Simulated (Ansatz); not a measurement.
# Band gap of InAlN2 (model structure, started from the LiGaO2 type, Pna2₁, No. 33, 16 atoms in the cell) at several levels of theory

No measured value is used here.

| level (code) | value (eV) |
|---|---|
| LDA (Ansatz) | 1.64 |
| PBE+SOC (Ansatz) | 1.65 (direct) |
| PBEsol+SOC (Ansatz) | 1.59 (direct) |
| HSE06 (Ansatz) | 2.79 |

Computed values are for a static lattice. Levels without +SOC have no spin–orbit coupling; where heavier elements are present it shifts gaps, mostly down, and can invert bands.  PBE+SOC, PBEsol+SOC: the gap is read on the k mesh or supercell of the run alone and can be too large. Values are at the PBEsol cell. Cutoffs and k meshes differ between the levels. Ansatz's density-functional and Hartree–Fock values are scalar-relativistic unless marked +SOC, with PAW data made under PBE.

A model structure was made by putting elements into a prototype or built by hand; it is no filed structure, need not be a known phase, and can be a saddle point held by its symmetry.

Ansatz is a first-principles code.
